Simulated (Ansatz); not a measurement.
Worked example: self-consistent single point of SrIn4Pd (Cmcm, 12 atoms in the cell) in Ansatz (a program for electronic structure).

Level of theory: LDA (PW92), default PAW files made with PBE (plane waves; Ansatz).

```
CELL_PARAMETERS angstrom
      2.29771    -8.59540     0.00000
      2.29771     8.59540     0.00000
      0.00000     0.00000     7.52250
ATOMIC_POSITIONS crystal
  Sr 0.12378 0.87622 0.75000
  Sr 0.87622 0.12378 0.25000
  In 0.31532 0.68468 0.94895
  In 0.68468 0.31532 0.05105
  In 0.68468 0.31532 0.44895
  In 0.31532 0.68468 0.55105
  In 0.50000 0.50000 0.00000
  In 0.50000 0.50000 0.50000
  In 0.06942 0.93058 0.25000
  In 0.93058 0.06942 0.75000
  Pd 0.77490 0.22510 0.75000
  Pd 0.22510 0.77490 0.25000
```

Reference input (self-consistent single point, DFT, LDA (PW92), plane waves, default PAW files made with PBE): basis.ecutwfc = 420 eV; kpoints.mp_grid.grid = 6 6 4; hamiltonian.xc = lda; hamiltonian.pseudopotentials = {kind: paw} (the program's default PAW files); scf.occupations.method = cold; scf.occupations.width = 0.1 eV. This run's input differs from it in these lines:

Ansatz 0.2 input:
```diff
@@ -19,3 +19,3 @@
 basis:
-  ecutwfc: 420.0 eV
+  ecutwfc: 210.0 eV
 kpoints:
```

Output (repeated stretches shortened):

```
SCF iter   1: F=—  HF=-64185.998398 eV  |F-HF|=—  |Δ(HF+E_count)|=         —  Δρ=8.39e-2  dr2=1.24e1  ethr=1.77e-3  ⟨swp⟩=7.0  Hψ=14687  notcnv=0  defer=55
all-band conjugate gradients solve this SCF's bands
preconditioner: auto → Kerker (q_TF=auto, 2.461 Å⁻¹)
SCF iter   2: F=—  HF=-64181.365205 eV  |F-HF|=—  |Δ(HF+E_count)|=    4.63e0  S|Δr|=    0.00e0  Δρ=3.35e-2  dr2=1.65e0  ethr=1.77e-3  ⟨swp⟩=2.0  Hψ=7715  notcnv=0  defer=358
   [... lines left out ...]
SCF iter   7: F=—  HF=-64180.674327 eV  |F-HF|=—  |Δ(HF+E_count)|=   7.12e-5  S|Δr|=    0.00e0  Δρ=1.41e-5  dr2=1.16e-6  ethr=2.40e-8  ⟨swp⟩=2.0  Hψ=3849  notcnv=0  defer=353
SCF iter   8: F=—  HF=-64180.674327 eV  |F-HF|=—  |Δ(HF+E_count)|=   2.56e-7  S|Δr|=    0.00e0  Δρ=4.79e-6  dr2=1.25e-7  ethr=6.25e-11  ⟨swp⟩=10.1  Hψ=18196  notcnv=0
SCF iter   9: F=-64180.674326 eV  HF=-64180.674326 eV  |F-HF|=3.58e-9  |Δ(HF+E_count)|=   2.77e-8  S|Δr|=    0.00e0  Δρ=1.07e-6  dr2=5.93e-9  ethr=6.25e-11  ⟨swp⟩=3.9  Hψ=10085  notcnv=0
SCF 1 converged in 9 iterations: F = -64180.674326 eV  dr2 = 5.93e-9
Stability not checked (fill_not_monotonic)
Free energy (F): -64180.674326 eV
Internal energy: -64180.673033 eV  (E = F + TS)
E sigma→0 (E₀):  -64180.673895 eV
Entropy (-TS):   -0.001294 eV (-0.108 meV/atom)
Fermi energy:    10.871274 eV
--- Forces (eV/Å), atoms counted from 1 ---
  atom   1  Sr    -0.00000000    -0.16382946     0.00000000
  atom   2  Sr     0.00000000     0.16382946    -0.00000000
  atom   3  In    -0.00000000     0.44649634     0.33396162
  atom   4  In     0.00000000    -0.44649634    -0.33396162
   [... lines left out ...]
  atom  12  Pd     0.00000000     0.08866204    -0.00000000
--- Stress (GPa, compression-positive) ---
       -5.188354      -0.000000       0.000000
       -0.000000      -4.984386      -0.000000
        0.000000      -0.000000      -6.254865
  P = ⅓ Tr σ = -5.4759 GPa (-54.759 kbar)
  The stress holds the Pulay correction. Without it, at fixed plane waves, as pw.x and ABINIT print it: P = -183.4321 GPa
```

The run converged in 9 iterations. Against the reference run the free energy rises by 5.04 eV/atom, the pressure goes from -4.00 to -5.48 GPa and the largest force goes from 0.137 to 0.558 eV/Å.

The starting cell comes from a database of computed structures (which also holds hypothetical and non-ambient phases and stackings), without a prior relaxation at this level. Spin polarisation is off. Ansatz's pressure includes its estimate of the finite-basis (Pulay) stress. Without the estimate this run gives -183.43 GPa. The cutoff lies below the one recommended for these files.

Cost on one core of a shared machine: roughly 30 s.
